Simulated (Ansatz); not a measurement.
Consider the following.

```
CELL_PARAMETERS angstrom
      0.00000     2.73188     2.67934
      2.73188     0.00000     2.67934
      2.73188     2.73188     0.00000
ATOMIC_POSITIONS crystal
  Ga 0.00000 0.00000 0.00000
  P  0.25000 0.25000 0.25000
```

All values below come from r2SCAN with spin-orbit coupling, rigid bands (plane waves, PAW; Ansatz, a first-principles code). Condition of this run: uniaxial stress along [001] of 1.4 GPa (compression positive) (the target of the relaxation). Geometry: cell and atoms relaxed with PBEsol, then loaded as said.

Problem. Predict the hole conductivity mass (n e² τ/σ) at 300 K, by direction if it differs.

Solution. 0.44 (x), 0.44 (y), 0.36 (z) mₑ.

Problem. Predict the electron conductivity mass (n e² τ/σ) at 300 K, by direction if it differs.

Solution. 0.24 (x), 0.24 (y), 1.10 (z) mₑ.

Problem. And the band gap?

Solution. 1.62 eV at this level; semilocal functionals usually fall short of the measured gap.

Rigid bands, one relaxation time for all states, no polarons. Geometry: cell and atoms relaxed with PBEsol.
